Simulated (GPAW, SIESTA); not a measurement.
A SIESTA input for a self-consistent single point of TiCrB4 (P6/mmm, 6 atoms in the cell) (DFT, LDA PW92, numerical atomic orbitals TZP, PseudoDojo LDA standard norm-conserving potentials (rewritten from UPF to PSML)):

```
# files in the folder: Ti.psml Cr.psml B.psml (PseudoDojo LDA standard)
SystemName  TiCrB4
SystemLabel TiCrB4

NumberOfAtoms                6
NumberOfSpecies              3
%block ChemicalSpeciesLabel
  1 22 Ti
  2 24 Cr
  3 5 B
%endblock ChemicalSpeciesLabel
LatticeConstant              1.0 Ang
%block LatticeVectors
     2.956003000    0.000000000    0.000000000
    -1.478002000    2.559974000    0.000000000
     0.000000000    0.000000000    6.008997000
%endblock LatticeVectors
AtomicCoordinatesFormat      Ang
%block AtomicCoordinatesAndAtomicSpecies
     0.000000000    0.000000000    3.004498500  1
     0.000000000    0.000000000    0.000000000  2
    -0.000001811    1.706650187    4.564374031  3
     1.478002811    0.853323813    1.444622969  3
     1.478002811    0.853323813    4.564374031  3
    -0.000001811    1.706650187    1.444622969  3
%endblock AtomicCoordinatesAndAtomicSpecies

XC.functional                LDA
XC.authors                   PW92
PAO.BasisSize                TZP
PAO.EnergyShift              0.01 Ry
MeshCutoff                   350 Ry
%block kgrid.MonkhorstPack
   10   0   0  0.0
    0  10   0  0.0
    0   0   5  0.0
%endblock kgrid.MonkhorstPack
OccupationFunction           MP
OccupationMPOrder            0
ElectronicTemperature        136.0 meV

MaxSCFIterations             150
SCF.Mixer.Method             Pulay
SCF.Mixer.Weight             0.25
SCF.Mixer.History            8
SCF.DM.Tolerance             1.0E-05
Diag.ParallelOverK           true
WriteForces                  true
```

Q: Translate this input to GPAW.

A: One input that does it (others would too):

```python
from ase import Atoms
from ase.units import GPa
from gpaw import GPAW

atoms = Atoms(['Ti', 'Cr', 'B', 'B', 'B', 'B'],
              cell=[[2.956003, 0.000000, 0.000000],
                    [-1.478002, 2.559974, 0.000000],
                    [0.000000, 0.000000, 6.008997]],
              scaled_positions=[[0.000000, 0.000000, 0.500000],
                                [0.000000, 0.000000, 0.000000],
                                [0.333333, 0.666667, 0.759590],
                                [0.666667, 0.333333, 0.240410],
                                [0.666667, 0.333333, 0.759590],
                                [0.333333, 0.666667, 0.240410]],
              pbc=True)

calc = GPAW(mode={'name': 'pw', 'ecut': 950},
            xc='LDA',
            kpts={'size': (10, 10, 5), 'gamma': True},
            occupations={'name': 'methfessel-paxton', 'width': 0.136, 'order': 0},
            nbands=-10,
            convergence={'forces': 0.001},
            symmetry={'symmorphic': False, 'tolerance': 0.0005},
            maxiter=120)

atoms.calc = calc

energy = atoms.get_potential_energy()
print('Energy (eV):', round(energy, 6))
forces = atoms.get_forces()
print('Forces (eV/Ang):')
print(forces.round(5))
stress = atoms.get_stress()
print('Stress (GPa, Voigt):', (stress / GPa).round(4))
```

Basis settings and potentials, where a program has them, do not carry over. This input uses DFT LDA (Perdew-Wang 92), plane waves, GPAW PAW datasets LDA (gpaw-data 1.0.1). LDA parametrisations can differ slightly between programs.

The starting cell comes from a database of computed structures (which also holds hypothetical and non-ambient phases and stackings), without a prior relaxation at this level. For this run, on top of that: lattice scaled by 0.98.
